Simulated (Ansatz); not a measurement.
```yaml
crystal:
  lattice:
    - [3.59462, 0.00000, 0.00000]
    - [-1.79731, 3.11303, 0.00000]
    - [0.00000, 0.00000, 44.06835]
  atoms:
    - { symbol: Sn, position: [0.00000, 0.00000, 0.99998] }
    - { symbol: C, position: [0.00000, 0.00000, 0.05008] }
    - { symbol: Sn, position: [0.66667, 0.33333, 0.06666] }
    - { symbol: C, position: [0.66667, 0.33333, 0.11667] }
    - { symbol: Sn, position: [0.33333, 0.66667, 0.13330] }
    - { symbol: C, position: [0.33333, 0.66667, 0.18329] }
    - { symbol: Sn, position: [0.00000, 0.00000, 0.19998] }
    - { symbol: C, position: [0.00000, 0.00000, 0.25009] }
    - { symbol: Sn, position: [0.33333, 0.66667, 0.26665] }
    - { symbol: C, position: [0.33333, 0.66667, 0.31663] }
    - { symbol: Sn, position: [0.66667, 0.33333, 0.33332] }
    - { symbol: C, position: [0.66667, 0.33333, 0.38342] }
    - { symbol: Sn, position: [0.33333, 0.66667, 0.39999] }
    - { symbol: C, position: [0.33333, 0.66667, 0.45000] }
    - { symbol: Sn, position: [0.00000, 0.00000, 0.46663] }
    - { symbol: C, position: [0.00000, 0.00000, 0.51663] }
    - { symbol: Sn, position: [0.66667, 0.33333, 0.53332] }
    - { symbol: C, position: [0.66667, 0.33333, 0.58342] }
    - { symbol: Sn, position: [0.00000, 0.00000, 0.59998] }
    - { symbol: C, position: [0.00000, 0.00000, 0.64996] }
    - { symbol: Sn, position: [0.33333, 0.66667, 0.66665] }
    - { symbol: C, position: [0.33333, 0.66667, 0.71675] }
    - { symbol: Sn, position: [0.00000, 0.00000, 0.73332] }
    - { symbol: C, position: [0.00000, 0.00000, 0.78334] }
    - { symbol: Sn, position: [0.66667, 0.33333, 0.79996] }
    - { symbol: C, position: [0.66667, 0.33333, 0.84996] }
    - { symbol: Sn, position: [0.33333, 0.66667, 0.86665] }
    - { symbol: C, position: [0.33333, 0.66667, 0.91675] }
    - { symbol: Sn, position: [0.66667, 0.33333, 0.93331] }
    - { symbol: C, position: [0.66667, 0.33333, 0.98330] }
```

The numbers are results of PBE (plane waves to 420 eV, PAW; Ansatz, a program for electronic structure), not measurements. Spin–orbit coupling is left out. Its k-point mesh 9×9×1, Fermi–Dirac width 0.01 eV.

Problem. Which polytype is this, and how does it compare with the cubic form?

Solution. SnC 15R (hcchc), stacking ACBABCBACABACBC, hexagonality 40 %, space group R3m (a stacking that need not occur in nature); -1.3 meV/atom against 3C, layer spacing over a = 0.8173 (ideal 0.8165).
